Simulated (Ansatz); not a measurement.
The parent structure is Al2O3 in the corundum structure (space group R-3c, No. 167).

```cif
data_Al4O6
_chemical_formula_sum 'Al4 O6'
_space_group_name_H-M_alt 'P 1'
_space_group_IT_number 1
_cell_length_a 5.13914
_cell_length_b 5.13914
_cell_length_c 5.13914
_cell_angle_alpha 55.342
_cell_angle_beta 55.342
_cell_angle_gamma 55.342
loop_
_space_group_symop_operation_xyz
  'x, y, z'
loop_
_atom_site_label
_atom_site_type_symbol
_atom_site_fract_x
_atom_site_fract_y
_atom_site_fract_z
_atom_site_occupancy
Al1 Al 0.35203 0.35203 0.35203 1
Al2 Al 0.14797 0.14797 0.14797 1
Al3 Al 0.64797 0.64797 0.64797 1
Al4 Al 0.85203 0.85203 0.85203 1
O1 O 0.55585 0.94415 0.25000 1
O2 O 0.25000 0.55585 0.94415 1
O3 O 0.94415 0.25000 0.55585 1
O4 O 0.44415 0.05585 0.75000 1
O5 O 0.75000 0.44415 0.05585 1
O6 O 0.05585 0.75000 0.44415 1
```

All numbers come from Ansatz (a program for electronic structure), PBEsol, PAW, cutoff 420 eV, no SOC, earlier PAW set.

Base values:

The volume per atom is 8.56 Å³. The electron mass is 0.40 mₑ along c, 0.37 mₑ across (at Γ) and the width of the top valence band comes out as 0.63 eV. The valence-band top at Γ is 0.00, -0.04, -0.04 eV.

The change: a hydrostatic pressure of 30 GPa.

Task: How does this affect the volume per atom, electron mass, width of the top valence band and valence-band top at Γ?

Result: The volume per atom drops by 0.83 Å³ to 7.73 Å³; the electron mass becomes 0.47 mₑ along c, 0.41 mₑ across (at Γ) (base: 0.40 mₑ along c, 0.37 mₑ across (at Γ)); the width of the top valence band goes up by 0.17 eV to 0.80 eV; the valence-band top at Γ (three highest levels, from the VBM) becomes 0.00, -0.12, -0.12 eV (base: 0.00, -0.04, -0.04 eV).

The levels and masses belong to the bands next to the band gap. Load acts through the strain it causes; cell and atoms are relaxed under it. Masses are band curvatures over ±0.01 Å⁻¹ around the edge. Whether these cells are dynamically stable was not tested. No other phases were tried under pressure.
